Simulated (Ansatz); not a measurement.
Input and output of a self-consistent single point for Pb (Fm-3m, 1 atom in the cell) (Ansatz, a program for electronic structure).

Method: PBE (plane waves, PAW; Ansatz).

The change in words: lattice scaled by 0.98; basis.ecutwfc: 420 eV → 335 eV. Reference geometry:
```xyz
1
Lattice="0.0000 2.4676 2.4676 2.4676 0.0000 2.4676 2.4676 2.4676 0.0000" Properties=species:S:1:pos:R:3 pbc="T T T"
Pb     0.0000     0.0000     0.0000
```

Reference input (self-consistent single point, DFT, PBE, plane waves, default PAW files): basis.ecutwfc = 420 eV; kpoints.mp_grid.grid = 12 12 12; hamiltonian.xc = pbe; hamiltonian.pseudopotentials = {kind: paw} (the program's default PAW files); scf.occupations.method = gaussian; scf.occupations.width = 0.1 eV. This run's input differs from it in these lines:

Ansatz 0.2 input:
```diff
@@ -2,5 +2,5 @@
   lattice:
-    - [0.00000000, 2.46757500, 2.46757500]
-    - [2.46757500, 0.00000000, 2.46757500]
-    - [2.46757500, 2.46757500, 0.00000000]
+    - [0.00000000, 2.41822400, 2.41822400]
+    - [2.41822400, 0.00000000, 2.41822400]
+    - [2.41822400, 2.41822400, 0.00000000]
   atoms:
@@ -8,3 +8,3 @@
 basis:
-  ecutwfc: 420.0 eV
+  ecutwfc: 335.0 eV
 kpoints:
```

Log, with long lists cut:

```
SCF iter   1: F=—  HF=-11906.328753 eV  |F-HF|=—  |Δ(HF+E_count)|=         —  Δρ=8.54e-4  dr2=1.32e-4  ethr=1.77e-3  ⟨swp⟩=5.7  Hψ=5153  notcnv=0
all-band conjugate gradients solve this SCF's bands
preconditioner: auto → none
SCF iter   2: F=—  HF=-11906.328314 eV  |F-HF|=—  |Δ(HF+E_count)|=   4.39e-4  Δρ=6.91e-4  dr2=7.48e-5  ethr=9.43e-7  ⟨swp⟩=2.0  Hψ=1813  notcnv=0
SCF iter   3: F=—  HF=-11906.328315 eV  |F-HF|=—  |Δ(HF+E_count)|=   8.29e-7  Δρ=1.93e-4  dr2=1.37e-5  ethr=5.34e-7  ⟨swp⟩=2.0  Hψ=1190  notcnv=0
SCF iter   4: F=—  HF=-11906.328309 eV  |F-HF|=—  |Δ(HF+E_count)|=   5.27e-6  Δρ=8.79e-5  dr2=2.32e-6  ethr=9.76e-8  ⟨swp⟩=2.0  Hψ=1272  notcnv=0
iter 5 did not close the SCF: its close was put off for the readings that it lacked (scf_convergence_deferred on its scf_iter line)
SCF iter   5: F=-11906.328308 eV  HF=-11906.328308 eV  |F-HF|=4.63e-9  |Δ(HF+E_count)|=   1.10e-6  Δρ=5.71e-6  dr2=2.83e-9  ethr=1.66e-8  ⟨swp⟩=2.0  Hψ=1226  notcnv=0
SCF iter   6: F=-11906.328308 eV  HF=-11906.328308 eV  |F-HF|=1.27e-11  |Δ(HF+E_count)|=   7.20e-9  Δρ=2.39e-7  dr2=1.61e-11  ethr=2.02e-11  ⟨swp⟩=3.0  Hψ=3462  notcnv=0
SCF 1 converged in 6 iterations: F = -11906.328308 eV  dr2 = 1.61e-11
Free energy (F): -11906.328308 eV
Internal energy: -11906.321794 eV  (E = F + TS)
E sigma→0 (E₀):  -11906.325051 eV
Entropy (-TS):   -0.006514 eV (-6.514 meV/atom)
Fermi energy:    12.087924 eV
--- Forces (eV/Å), atoms counted from 1 ---
  atom   1  Pb    -0.00000000    -0.00000000     0.00000000
--- Stress (GPa, compression-positive) ---
        6.686661      -0.000000      -0.000000
        0.000000       6.686661       0.000000
        0.000000       0.000000       6.686661
  P = ⅓ Tr σ = 6.6867 GPa (66.867 kbar)
  The stress holds the Pulay correction. Without it, at fixed plane waves, as pw.x and ABINIT print it: P = 6.3447 GPa
```

The run converged in 6 iterations. Against the reference run the free energy rises by 57.1 meV/atom and the pressure goes from 3.15 to 6.69 GPa.

The starting cell has typed, rounded lattice constants, without a prior relaxation at this level. Its lattice was rescaled by up to half a per cent. For this run, on top of that: lattice scaled by 0.98. Ansatz's pressure includes its estimate of the finite-basis (Pulay) stress. The cutoff lies below the one recommended for these files.
